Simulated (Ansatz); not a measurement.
# A computed series for hypothetical fluorite ZnBr2: response to strain

Start from ZnBr2 in the fluorite structure (space group Fm-3m, No. 225; a = 6.7616 Å; a hypothetical phase, not in the database extracts checked; relaxed with 0.1 eV smearing).

Strains are applied to the cell and any free atomic positions relax.

Method: plane-wave PAW DFT at the PBE level (Ansatz, a first-principles code, 420 eV), no SOC.

```json
[
 {"isotropic strain (%)": "-1.16", "pressure (GPa)": "1.5"},
 {"isotropic strain (%)": "0", "pressure (GPa)": "0.0"},
 {"isotropic strain (%)": "0.41", "pressure (GPa)": "?"},
 {"isotropic strain (%)": "1.49", "pressure (GPa)": "-1.6"},
 {"isotropic strain (%)": "3.13", "pressure (GPa)": "-3.0"},
 {"isotropic strain (%)": "5.01", "pressure (GPa)": "-4.1"}
]
```

Problem. Fit P = P₀ − Bδ + Cδ² with δ = (1 + ε)³ − 1 to the rows shown and predict the withheld row.

Solution. Least squares on the printed values gives P₀ = 0.0 GPa, B = 39.7 GPa, C = 86.2 GPa (largest residual 0.0 GPa); this predicts -0.5 GPa, and the run gives -0.5 GPa, in agreement.

Whether these cells are dynamically stable was not tested. All final runs are without spin polarisation.
